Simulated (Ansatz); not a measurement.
The reference is GaSb in the zinc blende structure (space group F-43m, No. 216; a = 6.2141 Å).

Calculations: plane-wave PAW DFT at the PBE level (Ansatz, a program for electronic structure, 420 eV), spin-orbit coupling left out, earlier PAW set.

One change was made to it. Results:

```csv
quantity,base,after
density,5.30 g/cm³,5.73 g/cm³
shortest interatomic distance,2.691 Å,2.622 Å
```

Problem. Which change produced these results?
A. pressure 45 GPa
B. pressure 9 GPa
C. pressure 60 GPa
D. pressure 30 GPa
E. pressure 4.2 GPa

Solution. E, pressure 4.2 GPa. For comparison, the density in the other runs: pressure 60 GPa gives 8.39 g/cm³; pressure 45 GPa gives 7.88 g/cm³; pressure 9 GPa gives 6.11 g/cm³; pressure 30 GPa gives 7.28 g/cm³.

Load acts through the strain it causes; cell and atoms are relaxed under it. No phonon test of stability was made. Tetrahedral semiconductors of this kind turn to denser phases somewhere between about 1 and 50 GPa; those were not computed, so compressed cells here can lie past the real transition. All final runs are without spin polarisation.
